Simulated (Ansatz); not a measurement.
## GeSi₃ (model structure, P-4m2, No. 115, 4 atoms in the cell)

These are PBEsol+SOC in Ansatz (plane waves, PAW) values and carry that method's errors.

Run with plane-wave cutoff 520 eV, 10×10×6 k mesh (along the axes of the cell as run), Fermi–Dirac smearing 0.01 eV, PAW data made under PBE.

Cell (relaxed with PBEsol):

```
CELL_PARAMETERS angstrom
      3.87951     0.00000     0.00000
      0.00000     3.87951     0.00000
      0.00000     0.00000     5.48388
ATOMIC_POSITIONS crystal
  Si 0.50000 0.00000 0.75516
  Si 0.00000 0.00000 0.00000
  Si 0.00000 0.50000 0.24484
  Ge 0.50000 0.50000 0.50000
```

For GeSi₃ (model structure, P-4m2, No. 115, 4 atoms in the cell), the band gap is 0.20 eV (indirect) and the smallest direct gap on the k points sampled comes out as 0.49 eV.

Note: the relaxation could raise the start's symmetry but not lower it, so the cell can be a saddle point.

The computed numbers hold no vibrational or temperature effects.

A model structure was made by putting elements into a prototype or built by hand; it is no filed structure, need not be a known phase, and can be a saddle point held by its symmetry.

Ansatz is a first-principles code.
